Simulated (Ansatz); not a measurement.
Sb_Si in silicon (start: the Si site; 64-site cell, 2×2×2 shifted sampling), host crystal and elements as references (Δμ(Si) = 0.00 eV, Δμ(Sb) = 0.00 eV; Sb taken from its element, since no compound that bounds it was computed at this level; only phases computed here count, gases as isolated molecules at 0 K). The numbers are results of PBE, PAW (plane waves to 420 eV; Ansatz, a first-principles code), not measurements. In charge state +1 (not spin-polarised) the formation energy is 0.49 eV with the Fermi level at the valence-band maximum; take the Fermi level 0.30 eV above it, where this charge is the stable one. The crystal has 4.89 × 10^22 Si sites per cm³.

Task: Estimate the equilibrium concentration at 1100 K in the dilute limit, leaving out vibrational entropy and degeneracy.

Result: E_f = 0.49 + (+1)(0.3) = 0.79 eV; kT = 0.0948 eV; c = N exp(−E_f / kT) = 4.89 × 10^22 × exp(−8.3) ≈ 1 × 10^19 cm^-3. An error of 0.2 eV in E_f moves this by a factor of 8.
